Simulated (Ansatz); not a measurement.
# Pressure series in BaHfO3

Start from BaHfO3 in the cubic perovskite structure (space group Pm-3m, No. 221; a = 4.206 Å).

Cell and atoms are relaxed at each pressure.

Method: PBE in Ansatz (plane waves to 420 eV, PAW, no spin-orbit coupling).

```tsv
change	lattice parameter a	smallest direct gap
base	4.206 Å	3.76 eV
pressure −2 GPa	4.225 Å	3.75 eV
pressure −1 GPa	4.215 Å	3.75 eV
pressure 0.3 GPa	4.204 Å	3.76 eV
pressure 0.7 GPa	4.200 Å	3.76 eV
pressure 1.5 GPa	4.193 Å	3.77 eV
pressure 5 GPa	4.164 Å	3.78 eV
pressure 7.5 GPa	4.145 Å	3.78 eV
pressure 10 GPa	4.127 Å	3.79 eV
```

Spin-orbit coupling, missing from the scalar runs, can matter with Hf. Load acts through the strain it causes; cell and atoms are relaxed under it. No phonon test of stability was made. No other phases were tried under pressure. The base started in P4mm and relaxed to Pm-3m at this level.

Ansatz is a program for electronic structure.
